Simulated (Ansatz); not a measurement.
HfGeO3 (model structure, started from the PbTiO3 type, P4mm, No. 99, 5 atoms in the cell) was calculated with r²SCAN (plane waves, PAW; Ansatz, an electronic-structure program).

Run with plane-wave cutoff 560 eV, 8×8×8 k mesh, Fermi–Dirac smearing 0.01 eV, scalar-relativistic PAW data made under PBE.

Cell (relaxed with PBEsol):

```cif
data_GeHfO3
_chemical_formula_sum 'Hf1 Ge1 O3'
_space_group_name_H-M_alt 'P4mm'
_space_group_IT_number 99
_space_group_name_Hall 'P 4 -2'
_cell_length_a 3.99594
_cell_length_b 3.99594
_cell_length_c 4.24590
_cell_angle_alpha 90.000
_cell_angle_beta 90.000
_cell_angle_gamma 90.000
loop_
_atom_site_label
_atom_site_type_symbol
_atom_site_symmetry_multiplicity
_atom_site_Wyckoff_symbol
_atom_site_fract_x
_atom_site_fract_y
_atom_site_fract_z
_atom_site_occupancy
Hf1 Hf 1 b 0.50000 0.50000 0.56912 1
Ge1 Ge 1 a 0.00000 0.00000 0.18998 1
O1 O 2 c 0.00000 0.50000 0.45526 1
O2 O 1 b 0.50000 0.50000 0.02058 1
```

Task: Estimate the band gap, smallest direct gap on the k points sampled and direct gap at Γ that the calculation returns.

Result: 
- band gap = 1.65 eV
- smallest direct gap on the k points sampled = 2.69 eV
- direct gap at Γ = 4.05 eV

Note: the relaxation could raise the start's symmetry but not lower it, so the cell can be a saddle point; cell and atoms aren't relaxed at this level (largest force component 0.13 eV/Å, pressure 1.2 GPa).

Spin–orbit coupling is not included.

Static lattice: no zero-point or thermal effects.

Computing time: about 26 core-seconds (a rough figure).

A model structure was made by putting elements into a prototype or built by hand; it is no filed structure, need not be a known phase, and can be a saddle point held by its symmetry.
